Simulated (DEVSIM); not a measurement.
System: Co/La2O3/p-Si capacitor, at 400 K.

Layer 1 from the left is La2O3, thickness (nm) 11.0. Layer 2 from the left is Si, thickness (nm) 3200, Na (cm⁻³) 3.2e16.

Metal gate on the left, work function 5 eV. Fixed charge at the semiconductor interface -1e10 cm⁻² (in units of +e); no interface traps.

Constants are typed, rounded textbook-type inputs, not results; the design itself was drawn at random and stands for no fabricated device. Values at 300 K; Nc and Nv go as T^1.5, mobilities as T to minus their exponent, the gap by Varshni's rule with the affinity fixed.

La2O3: gap (eV) 5.8, affinity (eV) 1.8, permittivity 27. Si: gap (eV) 1.124, affinity (eV) 4.05, permittivity 11.7, Nc (cm⁻³) 2.86e19, Nv (cm⁻³) 3.1e19, Varshni α (eV/K) 0.000473, Varshni β (K) 636.

Estimate by hand the flat-band voltage, the threshold voltage, and compare with a numerical solution.


- Flat-band voltage: C = 2.17 μF/cm², work-function difference 0.105 V; VFB = φms − qNf/C = 0.11 V; numerical 0.11 V.
- Threshold voltage: φF = 0.298 V, depletion charge √(4εqNφF) = 7.95e-8 C/cm²; VT = VFB + 2φF + Qd/C = 0.74 V; numerical 0.74 V.

Simulated with DEVSIM: 1D Poisson equation in equilibrium, Boltzmann statistics, complete ionisation; no quantum confinement or tunnelling. Metal contacts follow the ideal Schottky-Mott rule: no Fermi-level pinning, no interface dipoles.
